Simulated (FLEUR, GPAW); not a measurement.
A GPAW input for a self-consistent single point of Al (Fm-3m, 1 atom in the cell) (DFT PBE, plane waves, GPAW PAW datasets PBE (gpaw-data 1.0.1)):

```python
from ase import Atoms
from ase.units import GPa
from gpaw import GPAW, PW

atoms = Atoms(['Al'],
              cell=[[0.000000, 2.061874, 2.061874],
                    [2.061874, 0.000000, 2.061874],
                    [2.061874, 2.061874, 0.000000]],
              scaled_positions=[[0.000000, 0.000000, 0.000000]],
              pbc=True)

calc = GPAW(mode=PW(600),
            xc='PBE',
            kpts=(11, 11, 11),
            occupations={'name': 'methfessel-paxton', 'width': 0.05, 'order': 0},
            nbands=-9,
            symmetry={'symmorphic': False, 'tolerance': 0.0005},
            maxiter=100)

atoms.calc = calc

energy = atoms.get_potential_energy()
print('Energy (eV):', round(energy, 6))
forces = atoms.get_forces()
print('Forces (eV/Ang):')
print(forces.round(5))
stress = atoms.get_stress()
print('Stress (GPa, Voigt):', (stress / GPa).round(4))
```

Q: Give the FLEUR input for the same structure, mesh, smearing and functional.

A: One input that does it (others would too):

Input of the input generator:

```
Al FLAPW
&input film=f /
0.0000000000 0.7071067812 0.7071067812
0.7071067812 0.0000000000 0.7071067812
0.7071067812 0.7071067812 0.0000000000
5.5103094287
1.0 1.0 1.0

1
13 0.0000000000 0.0000000000 0.0000000000

&comp jspins=1 /
&kpt div1=11 div2=11 div3=11 /
&end /
```

```xml
<?xml version="1.0" encoding="UTF-8" standalone="no"?>
<fleurInput fleurInputVersion="0.39">
   <comment>
      Al FLAPW                                                                                            
   </comment>
   <calculationSetup>
      <cutoffs Kmax="3.9" Gmax="15.6" GmaxXC="15.6" numbands="0"/>
      <scfLoop itmax="80" minDistance="0.00001" maxIterBroyd="99" imix="Anderson" alpha="0.05" precondParam="0.0" spinf="2.0"/>
      <coreElectrons ctail="T" frcor="F" kcrel="0" coretail_lmax="0"/>
      <xcFunctional name="pbe" relativisticCorrections="F"/>
      <magnetism jspins="1"/>
      <soc l_soc="F" theta="0.0" phi="0.0" spav="F"/>
      <expertModes spex="0" secvar="F"/>
      <geometryOptimization l_f="T" forcealpha="1.0" forcemix="BFGS" epsdisp="0.00001" epsforce="0.00001"/>
      <ldaU l_linMix="F" mixParam="0.05" spinf="1.0"/>
   </calculationSetup>
   <cell>
      <bzIntegration valenceElectrons="3.0" mode="gauss" fermiSmearingEnergy="0.00183747">
         <kPointListSelection listName="default-1"/>
         <!-- k-points included here -->
         <xi:include xmlns:xi="http://www.w3.org/2001/XInclude" href="kpts.xml"> </xi:include>
      </bzIntegration>
      <!-- symmetry operations included here -->
      <xi:include xmlns:xi="http://www.w3.org/2001/XInclude" href="sym.xml"> </xi:include>
      <bulkLattice scale="1.0">
         <bravaisMatrix>
            <row-1>    0.0000000000000000     3.8963771635440683     3.8963771635440683</row-1>
            <row-2>    3.8963771635440683     0.0000000000000000     3.8963771635440683</row-2>
            <row-3>    3.8963771635440683     3.8963771635440683     0.0000000000000000</row-3>
         </bravaisMatrix>
      </bulkLattice>
   </cell>
   <atomSpecies>
      <species name="Aluminum (Al)" element="Al" atomicNumber="13">
         <mtSphere radius="2.58" gridPoints="889" logIncrement="0.013"/>
         <atomicCutoffs lmax="10" lnonsphr="8"/>
         <electronConfig flipSpins="F">
            <coreConfig>(1s1/2) (2s1/2) (2p1/2) (2p3/2)</coreConfig>
            <valenceConfig>(3s1/2) (3p1/2) (3p3/2)</valenceConfig>
            <stateOccupation state="(3p1/2)" spinUp="0.1666666666667" spinDown="0.1666666666667"/>
            <stateOccupation state="(3p3/2)" spinUp="0.3333333333333" spinDown="0.3333333333333"/>
         </electronConfig>
         <energyParameters s="3" p="3" d="3" f="4"/>
      </species>
   </atomSpecies>
   <atomGroups>
      <atomGroup species="Aluminum (Al)">
         <relPos label="                   1">.0000000000 .0000000000 .0000000000</relPos>
         <force calculate="T" relaxXYZ="TTT"/>
      </atomGroup>
   </atomGroups>
   <output dos="F" band="F" slice="F">
      <checks vchk="F" cdinf="F"/>
      <bandDOS minEnergy="-.5*Htr" maxEnergy="0.5*Htr" sigma="0.015" storeEVData="T"/>
      <vacuumDOS vacdos="F" integ="F" star="F" nstars="0" locx1="0.0" locy1="0.0" locx2="0.0" locy2="0.0" nstm="0" tworkf="0.0"/>
      <unfoldingBand unfoldBand="F" supercellX="1" supercellY="1" supercellZ="1"/>
      <plotting iplot="0" polar="F">
         <plot TwoD="T" vec1="  1.0  0.0  0.0" vec2="  0.0  1.0  0.0" vec3="  0.0  0.0  1.0" zero="  0.0  0.0  0.0" file="plot"/>
      </plotting>
      <chargeDensitySlicing numkpt="0" minEigenval="0.0" maxEigenval="0.0" nnne="0" pallst="F"/>
      <specialOutput eonly="F"/>
      <magneticCircularDichroism mcd="F" energyLo="-10.0" energyUp="0.0"/>
   </output>
  <!-- We include the file relax.xml here to enable relaxations (see documentation) -->
  <xi:include xmlns:xi="http://www.w3.org/2001/XInclude" href="relax.xml"> <xi:fallback/> </xi:include>
</fleurInput>
```

Basis, cutoffs, solver keys and any potentials are the target program's own. This input uses DFT, PBE, all-electron FLAPW (FLEUR), scalar-relativistic valence.

The starting cell comes from a database of computed structures (which also holds hypothetical and non-ambient phases and stackings), without a prior relaxation at this level. Its lattice was rescaled by a random factor within 2.5 % of one.
